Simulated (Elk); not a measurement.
Worked example: self-consistent single point of MgZn (Pm-3m, 2 atoms in the cell) in Elk.

Method: Elk with LDA (PW92), all-electron FP-LAPW, Elk's shipped species files, APW+lo basis with extra local orbitals.

```
MgZn
1.0
    3.28609     0.00000     0.00000
    0.00000     3.28609     0.00000
    0.00000     0.00000     3.28609
Mg Zn
1 1
Direct
  0.00000   0.00000   0.00000
  0.50000   0.50000   0.50000
```

Reference input (self-consistent single point, DFT, LDA (PW92), all-electron FP-LAPW, Elk's shipped species files, APW+lo basis with extra local orbitals): rgkmax = 8; stype = 0; swidth = 0.00183747 Ha; ngridk = 10 10 10; tforce = true; gmaxvr = 18 1/bohr; lmaxapw = 10; lmaxo = 8; nxlo = 2; lorbcnd = true; lradstp = 2; nrmtscf = 2. This run's input differs from it in these lines:

```diff
@@ -23,2 +23,5 @@
   .true.
+
+isgkmax
+  1
```

Output, abridged:

```
│ Self-consistent loop started │
│ Loop number : 1 │
 total energy                :     -1989.67236084
│ Loop number : 2 │
 total energy                :     -1989.86058905
RMS change in Kohn-Sham potential (target) :   0.8300296034E-01 (  0.1000000000E-05)
Absolute change in total energy (target)   :   0.1882282150     (  0.1000000000E-03)
│ Loop number : 3 │
 total energy                :     -1991.67031071
RMS change in Kohn-Sham potential (target) :   0.4334526065E-01 (  0.1000000000E-05)
Absolute change in total energy (target)   :    1.856778705     (  0.1000000000E-03)
│ Loop number : 4 │
   [... lines left out ...]
Absolute change in total energy (target)   :   0.1011719931E-02 (  0.1000000000E-03)
│ Loop number : 13 │
 total energy                :     -1992.97108380
RMS change in Kohn-Sham potential (target) :   0.1435652258E-06 (  0.1000000000E-05)
Absolute change in total energy (target)   :   0.2483240935E-03 (  0.1000000000E-03)
│ Loop number : 14 │
 total energy                :     -1992.97107492
RMS change in Kohn-Sham potential (target) :   0.3594076604E-07 (  0.1000000000E-05)
Absolute change in total energy (target)   :   0.5320146965E-04 (  0.1000000000E-03)
Convergence targets achieved

│ Loop number : 15 │

Energies :
 Fermi                       :     0.185503147785
 total energy                :     -1992.97107281

Density of states at Fermi energy :    10.98042435
 (states/Hartree/unit cell)

Estimated indirect band gap :   0.4716559819E-02
 from k-point     16 to k-point     31
Estimated direct band gap   :   0.1903328585E-01
 at k-point     50

Charges :
 core                        :    14.00000000
 valence                     :    28.00000000
 interstitial                :    2.560174660
 muffin-tins (core leakage)
  species :    1 (Mg)
   atom    1                 :    10.50113512     (   0.000000000    )
  species :    2 (Zn)
   atom    1                 :    28.93869022     (  0.8468584453E-04)
 total in muffin-tins        :    39.43982534
   [... lines left out ...]
   total force               :     0.00000000    0.00000000    0.00000000
   total magnitude           :     0.00000000
 species :    2 (Zn)
  atom :    1
   Hellmann-Feynman          :    -0.00000000    0.00000000    0.00000000
   IBS                       :     0.00000000    0.00000000    0.00000000
   total force               :    -0.00000000    0.00000000    0.00000000
   total magnitude           :     0.00000000
```

The run converged in 15 iterations. The count includes the last loop, which Elk runs after its targets are met. Against the reference run the total energy falls by 7.6 meV/atom.

The starting cell comes from a database of computed structures (which also holds hypothetical and non-ambient phases and stackings), without a prior relaxation at this level. Its lattice was rescaled by a random factor within 2.5 % of one. Values depend on the basis (sphere radii, cutoffs, local orbitals), which need not be converged. The log's line on a gap gives a spacing of levels on this mesh, which the program prints for metals too.

Cost on one core of a shared machine: roughly 40 s.
